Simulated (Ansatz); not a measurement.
Results of LDA (Ansatz, a quantum-chemistry and plane-wave program, plane waves, PAW) for InAlN2 (model structure, started from the ScAlN2 type, P3m1, No. 156, 4 atoms in the cell).

Numerical settings: plane-wave cutoff 520 eV, 12×12×6 k mesh (along the axes of the cell as run), Fermi–Dirac smearing 0.01 eV, scalar-relativistic PAW data made under PBE.

Cell (relaxed with PBEsol):

```
CELL_PARAMETERS angstrom
      3.30645     0.00000     0.00000
     -1.65322     2.86347     0.00000
      0.00000     0.00000     5.44700
ATOMIC_POSITIONS crystal
  In 0.33333 0.66667 0.00742
  N  0.33333 0.66667 0.40677
  Al 0.66667 0.33333 0.50660
  N  0.66667 0.33333 0.84922
```

Question: Give the computed band gap.

Answer: 
band gap: 1.00 eV

Note: the relaxation could raise the start's symmetry but not lower it, so the cell can be a saddle point; cell and atoms aren't relaxed at this level (pressure -4.2 GPa).

Spin–orbit coupling is not included.

Static lattice: no zero-point or thermal effects.

A model structure was made by putting elements into a prototype or built by hand; it is no filed structure, need not be a known phase, and can be a saddle point held by its symmetry.
